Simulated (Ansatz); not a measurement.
The reference is BaTiO$_{3}$ in the cubic perovskite structure (space group Pm-3m, No. 221).

Levels (all Ansatz, an electronic-structure program, PAW, earlier PAW set): PBE (420 eV, scalar-relativistic without spin-orbit coupling); PBEsol (420 eV, without spin-orbit coupling).

Levels that relaxed their own cell: PBE and PBEsol.

Measured: band gap 3.2 eV (temperature not stated; as listed in Yu-ichiro Matsushita, Kazuma Nakamura, Atsushi Oshiyama, Physical Review B (2011)).

Q: Knowing the measured values, estimate what each level computes.

A: 
```csv
level,band gap
PBE,1.79 eV
PBEsol,1.82 eV
```

Computed minus measured — band gap: PBE -1.41 eV, PBEsol -1.38 eV (closest: PBEsol). Measured values not marked as corrected hold thermal and zero-point effects that the static-lattice runs lack. A measured gap can be an optical one, lowered by exciton binding. Levels without spin-orbit coupling miss its effect on the gap.

Stability against distortions was not tested. The final runs are not spin-polarised. Many cubic perovskites are stable only at high temperature; tilts and polar distortions were not tested. This is not the structure that BaTiO3 has at room temperature and ambient pressure.
